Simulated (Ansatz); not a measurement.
The parent structure is Ru in the hcp (Mg type) structure (space group P6_3/mmc, No. 194; a = 2.676 Å, c = 4.224 Å; relaxed with 0.1 eV smearing). Axes: x lies along a and z along c of the hexagonal cell.

Method: LDA in Ansatz (plane waves to 420 eV, PAW, without spin-orbit coupling).

Before the change:

* **Shortest interatomic distance**: 2.617 Å

One thing is altered: uniaxial strain ε_xx = −1.00 %, all other strain components held at zero, atoms relaxed at fixed cell.

Task: What does the calculation give for the energy relative to the base, stress and shortest interatomic distance after the change?

Result: The energy rises by 2.8 meV/atom; the stress (xx, yy, zz, yz, xz, xy; compression positive) is (6.9, 2.2, 2.1, 0.0, 0.0, 0.0) GPa; the shortest interatomic distance drops by 0.006 Å (2.617 Å → 2.611 Å).

Stability against distortions was not tested. The final runs are not spin-polarised.

Ansatz is a program for electronic structure.
